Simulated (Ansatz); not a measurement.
Here is the system:

```
CELL_PARAMETERS angstrom
      3.86302     0.00000     0.00000
     -1.93151     3.34547     0.00000
      0.00000     0.00000    11.78907
ATOMIC_POSITIONS crystal
  Cd 0.66667 0.33333 0.87504
  Cd 0.33333 0.66667 0.37504
  Br 0.00000 0.00000 0.74114
  Br 0.00000 0.00000 0.24114
  Br 0.33333 0.66667 0.00881
  Br 0.66667 0.33333 0.50881
```

No spin polarisation.

Calculations: r2SCAN+rVV10 in Ansatz (plane waves to 500 eV, PAW, no spin-orbit coupling). k-mesh 10×10×3 (Γ-centred); smearing 0.05 eV (Fermi–Dirac).

Question: What is the computed electron mass?

Answer: 0.25 mₑ (at Γ).

Question: What is the computed band gap?

Answer: 3.51 eV.

Question: Estimate the width of the top valence band.

Answer: 0.67 eV.

Question: What smallest direct gap does the calculation give?

Answer: 3.55 eV.

Load acts through the strain it causes; cell and atoms are relaxed under it. Masses are band curvatures over ±0.01 Å⁻¹ around the edge. Stability against distortions was not tested. The cell was made from CdBr₂ (space group P6_3mc, No. 186; layered, stacked along the Cartesian z axis) by this change: pressure 4.2 GPa.

Ansatz is a first-principles code.
